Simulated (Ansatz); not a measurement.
Base system: GaAs in the zinc blende structure (space group F-43m, No. 216; a = 5.6656 Å). Axes: x, y, z lie along the cube axes.

Computed with Ansatz (a first-principles code) r2SCAN, no spin-orbit coupling, earlier PAW set.

For the base:

| Property | Result |
|---|---|
| Valence-band top at Γ | 0.00, 0.00, 0.00 eV |

One thing is altered: a free-standing slab of 7 layers (14 atoms, 2 a layer) is cut normal to [110], with 15 Å of vacuum and the in-plane cell held at bulk.

Predict the new excess energy per area of both faces, change of the spacing d23 from its bulk value of 2.003 Å and valence-band top at Γ.

The excess energy per area of both faces (slab less bulk energy over the cell's area: twice a surface energy) comes out as 1.44 J/m²; the change of the spacing d23 from its bulk value of 2.003 Å is +1.7 %; the valence-band top at Γ (three highest levels, from the VBM) goes from 0.00, 0.00, 0.00 eV to 0.00, -0.19, -0.32 eV.

Slab and bulk use different k-meshes, which limits the precision of the excess energy. The levels and masses belong to the bands next to the band gap. Whether these cells are dynamically stable was not tested.
